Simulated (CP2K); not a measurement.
Band structure of Tl (P6_3/mmc, 4 atoms in the cell).

```xyz
4
Lattice="3.4771 0.0000 0.0000 -1.7385 3.0112 0.0000 0.0000 0.0000 11.1642" Properties=species:S:1:pos:R:3 pbc="T T T"
Tl     0.0000     0.0000     0.0000
Tl     0.0000     0.0000     5.5821
Tl     0.0000     2.0075     2.7911
Tl     1.7385     1.0037     8.3732
```

Method of the run: PBE, GPW, TZVP-MOLOPT-SR-GTH basis, GTH-PBE potentials (GTH_POTENTIALS) (CP2K).

Settings: CUTOFF = 500 Ry; REL_CUTOFF = 40 Ry; SMEAR/METHOD = FERMI_DIRAC; ELECTRONIC_TEMPERATURE = 1160.45 K; KPOINTS/SCHEME = MONKHORST-PACK 11 11 3; XC_FUNCTIONAL = PBE; Tl/BASIS_SET = TZVP-MOLOPT-SR-GTH-q13; Tl/POTENTIAL = GTH-PBE-q13; METHOD = GPW; EPS_DEFAULT = 1e-10; EXTRAPOLATION = USE_GUESS; NGRIDS = 5; SCF_GUESS = ATOMIC; EPS_SCF = 1e-07.

The starting cell comes from a database of computed structures (which also holds hypothetical and non-ambient phases and stackings), without a prior relaxation at this level. Its lattice was rescaled by a random factor within 2.5 % of one. Spin-orbit coupling is off. Values carry the incompleteness of an atom-centred basis.

Levels in eV from the Fermi level, bands 24 to 29:
```json
[
 {"point": "Γ", "24": "-5.11", "25": "-2.76", "26": "3.26", "27": "3.27", "28": "7.88", "29": "7.88"},
 {"point": "M", "24": "-4.00", "25": "-2.59", "26": "-2.27", "27": "-0.23", "28": "0.23", "29": "1.92"},
 {"point": "K", "24": "-4.07", "25": "-0.83", "26": "-0.56", "27": "-0.56", "28": "-0.40", "29": "-0.40"},
 {"point": "A", "24": "-6.74", "25": "-0.46", "26": "-0.46", "27": "7.48", "28": "7.48", "29": "8.14"},
 {"point": "L", "24": "-4.50", "25": "-1.70", "26": "-1.70", "27": "-1.03", "28": "-1.03", "29": "3.56"},
 {"point": "H", "24": "-4.32", "25": "-1.08", "26": "-1.08", "27": "0.11", "28": "0.11", "29": "0.94"}
]
```

Bands cross the Fermi level along this path, so the cell is metallic at this level.

Higher empty bands are left out: an atom-centred basis made for the valence describes them poorly.
